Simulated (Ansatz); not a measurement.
Defect: Ge-vacancy pair (Ge on one host B site, one B site vacant) in zinc-blende BN, charge state -2. The step: one B atom jumps into the vacancy from a nearby B site (Ge-vacancy distance between ideal sites 2.56 → 4.44 Å); the atom moves 2.44 Å along (0.48, 0.01, -0.47) of the unit cell; the moving atom starts with neighbours N at 1.47, 3 N at 1.60 Å and ends with N at 1.45, N at 1.57, N at 1.60, N at 1.62 Å. DFT values are from Ansatz (plane-wave PAW, 420 eV unless said) in a cell of 64 host sites, spin-restricted, static, with no finite-size correction. The charge state is imposed; whether it is stable for some Fermi level was not computed. Forms of the defect that were not tried may lie lower. For the PBE band: the saddle point's order was not checked.

```
Level                                                                           Forward barrier (eV)  Cost of the band or of the saddle's single point
------------------------------------------------------------------------------  --------------------  ------------------------------------------------
CHGNet universal potential (has no charge state), its own band                                  2.41                                                 -
PBE, a 2×2×2 k-point mesh shifted by half a step, band relaxed                                  3.46                      very roughly 19 core-minutes
PBE, a 3×3×3 k-point mesh shifted by half a step, same geometries                               3.46                          roughly 100 core-seconds
r2SCAN at 500 eV, a 2×2×2 k-point mesh shifted by half a step, same geometries                  3.66            about 60 core-seconds (a rough figure)
```

Ansatz is a quantum-chemistry and plane-wave program.
